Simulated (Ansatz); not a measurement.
The reference is MgTe in the wurtzite structure (space group P6_3mc, No. 186; a = 4.561 Å, c = 7.412 Å). Axes: x lies along a and z along c of the hexagonal cell.

Level of theory: PBEsol in Ansatz (plane waves to 420 eV, PAW, scalar-relativistic without spin-orbit coupling).

Base values:

* **Pressure**: -0.01 GPa

Now apply this change: biaxial strain +1.20 %, plane normal [001], relaxed out of plane (Cartesian); in-plane vectors clamped, the third vector and the atoms free.

Question: Estimate the effect on the pressure.

Answer: The pressure (mean of the normal stresses, compression positive) decreases by 0.45 GPa, from -0.01 GPa to -0.46 GPa.

Question: What does the calculation give for the hole mass after the change?

Answer: The hole mass comes out as 0.15 mₑ out of plane, 1.9 mₑ in plane (at Γ).

With Te present, leaving out spin-orbit coupling can change the band edges. The levels and masses belong to the bands next to the band gap. Masses are band curvatures over ±0.01 Å⁻¹ around the edge. Whether these cells are dynamically stable was not tested.

Ansatz is a quantum-chemistry and plane-wave program.
